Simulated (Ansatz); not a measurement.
**Worked example: self-consistent single point of AlCu₃ (P6_3/mmc, 8 atoms in the cell) in Ansatz (a program for electronic structure)**

Method of the run: PBEsol, default PAW files made with PBE (plane waves; Ansatz).

Input as run:

Ansatz 0.2 input:
```yaml
crystal:
  lattice:
    - [5.09578900, 0.00000000, 0.00000000]
    - [-2.54789500, 4.41308300, 0.00000000]
    - [0.00000000, 0.00000000, 4.17165000]
  atoms:
    - { symbol: Al, position: [0.66666700, 0.33333300, 0.25000000] }
    - { symbol: Al, position: [0.33333300, 0.66666700, 0.75000000] }
    - { symbol: Cu, position: [0.33107000, 0.16553500, 0.75000000] }
    - { symbol: Cu, position: [0.66893000, 0.83446500, 0.25000000] }
    - { symbol: Cu, position: [0.16553500, 0.33107000, 0.25000000] }
    - { symbol: Cu, position: [0.83446500, 0.66893000, 0.75000000] }
    - { symbol: Cu, position: [0.83446500, 0.16553500, 0.75000000] }
    - { symbol: Cu, position: [0.16553500, 0.83446500, 0.25000000] }
basis:
  ecutwfc: 420.0 eV
kpoints:
  mp_grid: { grid: [8, 8, 8] }
hamiltonian:
  xc: pbesol
  pseudopotentials: { kind: paw }
scf:
  occupations: { method: cold, width: 0.136 eV }
output:
  forces: true
  eigenvalues: true
  stress: true
```

The program printed (abridged):

```
WARN the atoms were moved onto the symmetric positions of the space group found under crystal.symmetry.tolerance 1.0e-5 (fractional …
WARN ansatz: RAYON_NUM_THREADS=1 ignored (pool sized by the plan → 1); use --threads N
Pseudopotentials: kind: paw
Pseudopotential: Al, paw, valence charge 3
Pseudopotential: Cu, paw, valence charge 19
Crystal: 8 atoms, lattice volume = 93.813 Å³
Basis set: ecut = 420 eV, 1843 PW (Γ), exchange–correlation on 72×72×60 points (8 copies of the dense FFT grid, shifted against one another)
Bands: 72, of which v1, the nominal top of the filled ones, is band 60 counted from 1 (59 counted from 0)
Symmetry: 24 space group operations
Space group: P63/mmc (ITA 194), of the structure as read, at distance tolerance 4.5e-5 Å
k-points: 50 of 512
PAW frozen core: Al, regenerated for the run's functional, and the local potential with it
PAW frozen core: Cu, regenerated for the run's functional, and the local potential with it
Initial density: superposition of atomic densities (neutral atoms: chi_scale 0, normalization atom), corrected by the library's trained network
Initial wavefunctions: pseudopotential atomic-orbital guess
Eigensolver: davidson
Functional: x = pbesol(κ = 0.804, μ = 0.12345679012345678), c = pbesol(β = 0.046)
SCF iter   1: F=—  HF=-40583.343708 eV  |F-HF|=—  |Δ(HF+E_count)|=         —  Δρ=1.55e-2  dr2=1.13e-1  ethr=1.77e-3  ⟨swp⟩=5.3  Hψ=13022  notcnv=0  defer=34
all-band conjugate gradients solve this SCF's bands
preconditioner: auto → Kerker (q_TF=auto, 2.843 Å⁻¹)
SCF iter   2: F=—  HF=-40583.317660 eV  |F-HF|=—  |Δ(HF+E_count)|=   2.60e-2  S|Δr|=    0.00e0  Δρ=1.38e-3  dr2=1.47e-3  ethr=9.45e-5  ⟨swp⟩=2.0  Hψ=6106  notcnv=0  defer=168
SCF iter   3: F=—  HF=-40583.316445 eV  |F-HF|=—  |Δ(HF+E_count)|=   1.22e-3  S|Δr|=    0.00e0  Δρ=1.69e-3  dr2=1.71e-3  ethr=1.23e-6  ⟨swp⟩=2.0  Hψ=5971  notcnv=0  defer=168
SCF iter   4: F=—  HF=-40583.315915 eV  |F-HF|=—  |Δ(HF+E_count)|=   5.30e-4  S|Δr|=    0.00e0  Δρ=6.00e-4  dr2=2.73e-4  ethr=1.23e-6  ⟨swp⟩=2.4  Hψ=4783  notcnv=0  defer=168
SCF iter   5: F=—  HF=-40583.315835 eV  |F-HF|=—  |Δ(HF+E_count)|=   7.92e-5  S|Δr|=    0.00e0  Δρ=1.59e-4  dr2=3.49e-5  ethr=2.27e-7  ⟨swp⟩=2.1  Hψ=4882  notcnv=0  defer=168
SCF iter   6: F=—  HF=-40583.315778 eV  |F-HF|=—  |Δ(HF+E_count)|=   5.79e-5  S|Δr|=    0.00e0  Δρ=3.37e-5  dr2=2.10e-6  ethr=2.91e-8  ⟨swp⟩=2.0  Hψ=5153  notcnv=0  defer=168
SCF iter   7: F=-40583.315776 eV  HF=-40583.315776 eV  |F-HF|=3.05e-8  |Δ(HF+E_count)|=   1.19e-6  S|Δr|=    0.00e0  Δρ=5.67e-6  dr2=3.81e-8  ethr=8.33e-11  ⟨swp⟩=7.4  Hψ=16479  notcnv=0
SCF 1 converged in 7 iterations: F = -40583.315776 eV  dr2 = 3.81e-8
SCF converged after 7 iterations
Stability not checked (fill_not_monotonic)
Free energy (F): -40583.315776 eV
Harris-Foulkes:  -40583.315776 eV  (|F-HF|=3.05e-8)
Internal energy: -40583.310580 eV  (E = F + TS)
E sigma→0 (E₀):  -40583.314044 eV
Entropy (-TS):   -0.005196 eV (-0.650 meV/atom)
Fermi energy:    15.862162 eV
--- Per-component energies (eV) ---
  E_band       = -2264.730922
  E_kinetic    = 1855.394418
  E_local      = -27720.467167  (includes V_loc(G=0)·N_el)
  E_nonlocal   = 2357.529095
  E_hartree    = 12343.590552
  E_xc         = -620.057984
  E_vxc        = -760.045580  (∫ρ·V_xc dr)
  E_paw        = -10656.870509  (= ΣΔE_a)
  E_vpaw       = -2684.312637  (= ΣTr[D̂ρ^β])
  E_aug_tail   = 0.001539  (compensation charges beyond the density's cutoff)
  E_ewald      = -18143.706014
  E_core_change = 1.275491  (= ΣΔE_core)
  E_smearing   = -0.005196  (= −TS)
  E_closure    = -0.000000  (closes the sum)
  Σ components = -40583.315776   (vs F -40583.315776, Δ=0.00e0)
--- Forces (eV/Å), atoms counted from 1 ---
  atom   1  Al     0.00000000     0.00000000     0.00000000
  atom   2  Al    -0.00000000    -0.00000000     0.00000000
  atom   3  Cu    -0.01761613    -0.01017068     0.00000000
  atom   4  Cu     0.01761613     0.01017068     0.00000000
  atom   5  Cu     0.00000000    -0.02034135     0.00000000
  atom   6  Cu    -0.00000000     0.02034135     0.00000000
  atom   7  Cu     0.01761613    -0.01017067     0.00000000
  atom   8  Cu    -0.01761613     0.01017067     0.00000000
  max |Σ_I F_I| component: 1.39e-17 eV/Å
--- Stress (GPa, compression-positive) ---
        3.803849       0.000000       0.000000
        0.000000       3.803849       0.000000
        0.000000       0.000000       1.732117
  P = ⅓ Tr σ = 3.1133 GPa (31.133 kbar)
  The stress holds the Pulay correction. Without it, at fixed plane waves, as pw.x and ABINIT print it: P = 3.0200 GPa
--- Band table (eV; the first three rows and the last of 50) ---
  k-point 0: bands = ["-97.0960", "-97.0863", "-97.0863", "-97.0862", "-97.0814", "-97.0814", "-54.6591", "-54.6591", "-54.6533", "-54.6488", "-54.6488", "-54.6350", "-54.6261", "-54.6261", "-54.6175", "-54.6088", "-54.6014", "-54.5886", "-54.5886", [...]
  k-point 1: bands = ["-97.0956", "-97.0866", "-97.0861", "-97.0861", "-97.0816", "-97.0816", "-54.6609", "-54.6609", "-54.6511", "-54.6505", "-54.6505", "-54.6340", "-54.6225", "-54.6225", "-54.6178", "-54.6098", "-54.6013", "-54.5887", "-54.5887", [...]
  k-point 2: bands = ["-97.0945", "-97.0876", "-97.0855", "-97.0855", "-97.0821", "-97.0821", "-54.6639", "-54.6639", "-54.6548", "-54.6548", "-54.6450", "-54.6311", "-54.6188", "-54.6143", "-54.6143", "-54.6126", "-54.6010", "-54.5895", "-54.5895", [...]
  k-point 49: bands = ["-97.0881", "-97.0881", "-97.0869", "-97.0869", "-97.0838", "-97.0838", "-54.6611", "-54.6611", "-54.6516", "-54.6516", "-54.6361", "-54.6361", "-54.6173", "-54.6173", "-54.6009", "-54.6009", "-54.5953", "-54.5953", [...]
```

The run converged in 7 iterations.

The starting cell comes from a database of computed structures (which also holds hypothetical and non-ambient phases and stackings), without a prior relaxation at this level. Its lattice was rescaled by a random factor within 2.5 % of one. Spin polarisation is off. With a pressure of about 3 GPa the cell is away from its equilibrium volume at this level. Ansatz's pressure includes its estimate of the finite-basis (Pulay) stress.
